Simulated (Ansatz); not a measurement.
Band structure of GaGe₃ (P6_3/mmc, 8 atoms in the cell).

```xyz
8
Lattice="5.9850 0.0000 0.0000 -2.9925 5.1832 0.0000 0.0000 0.0000 5.0350" Properties=species:S:1:pos:R:3 pbc="T T T"
Ga     2.9925     1.7277     1.2587
Ga     0.0000     3.4555     3.7762
Ge     1.4684     0.8478     3.7762
Ge     1.5241     4.3354     1.2587
Ge     0.0000     1.6956     1.2587
Ge     2.9925     3.4876     3.7762
Ge     4.5166     0.8478     3.7762
Ge    -1.5241     4.3354     1.2587
```

Computed with PBEsol, PAW files made with PBE (plane waves; Ansatz, a first-principles code).

Settings: basis.ecutwfc = 30.9 Ry; kpoints.mp_grid.grid = 3 3 4; hamiltonian.xc = pbesol; hamiltonian.pseudopotentials = {kind: paw} (the program's default PAW files); scf.occupations.method = gaussian; scf.occupations.width = 0.0073 Ry; kpoints.band_path.npoints = 8.

The starting cell comes from a database of computed structures (which also holds hypothetical and non-ambient phases and stackings), without a prior relaxation at this level.

Levels in eV from the Fermi level, bands 51 to 58:
```tsv
point	51	52	53	54	55	56	57	58
Γ	-2.57	-1.39	-1.20	-1.20	-0.95	-0.74	-0.74	0.60
M	-2.07	-1.73	-1.56	-1.51	-1.20	-0.49	0.51	0.58
K	-2.90	-2.90	-0.13	-0.13	0.31	0.55	0.55	1.06
A	-4.13	-4.13	-4.13	-4.13	1.28	1.28	4.37	4.37
L	-1.43	-1.43	-0.02	-0.02	0.11	0.11	1.33	1.33
H	-1.82	-1.82	1.17	1.17	1.26	1.26	1.64	1.64
```

Bands cross the Fermi level along this path, so the cell is metallic at this level.

Keys are those of Ansatz 0.2.
